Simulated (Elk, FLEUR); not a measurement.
A FLEUR input for a self-consistent single point of LiZn (Fd-3m, 4 atoms in the cell) (DFT, LDA (Perdew-Zunger), all-electron FLAPW (FLEUR), scalar-relativistic valence):

Input of the input generator:

```
LiZn FLAPW
&input film=f /
-0.0000000000 0.7071067812 0.7071067812
0.7071067812 -0.0000000000 0.7071067812
0.7071067812 0.7071067812 -0.0000000000
8.1024805026
1.0 1.0 1.0

4
3 0.2500000000 0.2500000000 0.2500000000
3 0.0000000000 0.0000000000 0.0000000000
30 0.7500000000 0.7500000000 0.7500000000
30 0.5000000000 0.5000000000 0.5000000000

&comp jspins=1 /
&exco xctyp='pz' /
&kpt div1=8 div2=8 div3=8 gamma=t /
&end /
```

```xml
<?xml version="1.0" encoding="UTF-8" standalone="no"?>
<fleurInput fleurInputVersion="0.39">
   <comment>
      LiZn FLAPW                                                                                          
   </comment>
   <calculationSetup>
      <cutoffs Kmax="4.4" Gmax="17.6" GmaxXC="17.6" numbands="0"/>
      <scfLoop itmax="60" minDistance="0.00001" maxIterBroyd="99" imix="Anderson" alpha="0.05" precondParam="0.0" spinf="2.0"/>
      <coreElectrons ctail="T" frcor="F" kcrel="0" coretail_lmax="0"/>
      <xcFunctional name="pz" relativisticCorrections="F"/>
      <magnetism jspins="1"/>
      <soc l_soc="F" theta="0.0" phi="0.0" spav="F"/>
      <expertModes spex="0" secvar="F"/>
      <geometryOptimization l_f="T" forcealpha="1.0" forcemix="BFGS" epsdisp="0.00001" epsforce="0.00001"/>
      <ldaU l_linMix="F" mixParam="0.05" spinf="1.0"/>
   </calculationSetup>
   <cell>
      <bzIntegration valenceElectrons="26.0" mode="gauss" fermiSmearingEnergy="0.00183747">
         <kPointListSelection listName="default-1"/>
         <!-- k-points included here -->
         <xi:include xmlns:xi="http://www.w3.org/2001/XInclude" href="kpts.xml"> </xi:include>
      </bzIntegration>
      <!-- symmetry operations included here -->
      <xi:include xmlns:xi="http://www.w3.org/2001/XInclude" href="sym.xml"> </xi:include>
      <bulkLattice scale="1.0">
         <bravaisMatrix>
            <row-1>    0.0000000000000000     5.7293189079292448     5.7293189079292448</row-1>
            <row-2>    5.7293189079292448     0.0000000000000000     5.7293189079292448</row-2>
            <row-3>    5.7293189079292448     5.7293189079292448     0.0000000000000000</row-3>
         </bravaisMatrix>
      </bulkLattice>
   </cell>
   <atomSpecies>
      <species name="Lithium (Li)" element="Li" atomicNumber="3">
         <mtSphere radius="2.27" gridPoints="801" logIncrement="0.013"/>
         <atomicCutoffs lmax="10" lnonsphr="8"/>
         <electronConfig flipSpins="F">
            <coreConfig>(1s1/2)</coreConfig>
            <valenceConfig>(2s1/2)</valenceConfig>
            <stateOccupation state="(2s1/2)" spinUp="0.5" spinDown="0.5"/>
         </electronConfig>
         <energyParameters s="2" p="2" d="3" f="4"/>
      </species>
      <species name="Zinc (Zn)" element="Zn" atomicNumber="30">
         <mtSphere radius="2.27" gridPoints="801" logIncrement="0.015"/>
         <atomicCutoffs lmax="10" lnonsphr="8"/>
         <electronConfig flipSpins="F">
            <coreConfig>(1s1/2) (2s1/2) (2p1/2) (2p3/2) (3s1/2) (3p1/2) (3p3/2)</coreConfig>
            <valenceConfig>(4s1/2) (3d3/2) (3d5/2)</valenceConfig>
         </electronConfig>
         <energyParameters s="4" p="4" d="3" f="4"/>
      </species>
   </atomSpecies>
   <atomGroups>
      <atomGroup species="Lithium (Li)">
         <relPos label="                   1">1.000/8.000 1.000/8.000 1.000/8.000</relPos>
         <relPos label="                   2">-1.000/8.000 -1.000/8.000 -1.000/8.000</relPos>
         <force calculate="T" relaxXYZ="TTT"/>
      </atomGroup>
      <atomGroup species="Zinc (Zn)">
         <relPos label="                   3">-3.000/8.000 -3.000/8.000 -3.000/8.000</relPos>
         <relPos label="                   4">3.000/8.000 3.000/8.000 3.000/8.000</relPos>
         <force calculate="T" relaxXYZ="TTT"/>
      </atomGroup>
   </atomGroups>
   <output dos="F" band="F" slice="F">
      <checks vchk="F" cdinf="F"/>
      <bandDOS minEnergy="-.5*Htr" maxEnergy="0.5*Htr" sigma="0.015" storeEVData="T"/>
      <vacuumDOS vacdos="F" integ="F" star="F" nstars="0" locx1="0.0" locy1="0.0" locx2="0.0" locy2="0.0" nstm="0" tworkf="0.0"/>
      <unfoldingBand unfoldBand="F" supercellX="1" supercellY="1" supercellZ="1"/>
      <plotting iplot="0" polar="F">
         <plot TwoD="T" vec1="  1.0  0.0  0.0" vec2="  0.0  1.0  0.0" vec3="  0.0  0.0  1.0" zero="  0.0  0.0  0.0" file="plot"/>
      </plotting>
      <chargeDensitySlicing numkpt="0" minEigenval="0.0" maxEigenval="0.0" nnne="0" pallst="F"/>
      <specialOutput eonly="F"/>
      <magneticCircularDichroism mcd="F" energyLo="-10.0" energyUp="0.0"/>
   </output>
  <!-- We include the file relax.xml here to enable relaxations (see documentation) -->
  <xi:include xmlns:xi="http://www.w3.org/2001/XInclude" href="relax.xml"> <xi:fallback/> </xi:include>
</fleurInput>
```

### Question
Give the Elk input for the same structure, mesh, smearing and functional.

### Answer
One input that does it (others would too):

```
tasks
  0

stype
  0

swidth
  0.00183747

maxscl
  100

scale
  8.102480503

avec
    0.0000000000    0.7071067812    0.7071067812
    0.7071067812    0.0000000000    0.7071067812
    0.7071067812    0.7071067812    0.0000000000

sppath
  './'

atoms
  2
  'Li.in'
  2
  0.2500000000  0.2500000000  0.2500000000    0.0 0.0 0.0
  0.0000000000  0.0000000000  0.0000000000    0.0 0.0 0.0
  'Zn.in'
  2
  0.7500000000  0.7500000000  0.7500000000    0.0 0.0 0.0
  0.5000000000  0.5000000000  0.5000000000    0.0 0.0 0.0

ngridk
  8 8 8
```

Basis, cutoffs, solver keys and any potentials are the target program's own. This input uses DFT, LDA (PW92), all-electron FP-LAPW, Elk's shipped species files, default APW+lo basis. LDA parametrisations can differ slightly between programs.

The starting cell comes from a database of computed structures (which also holds hypothetical and non-ambient phases and stackings), without a prior relaxation at this level.
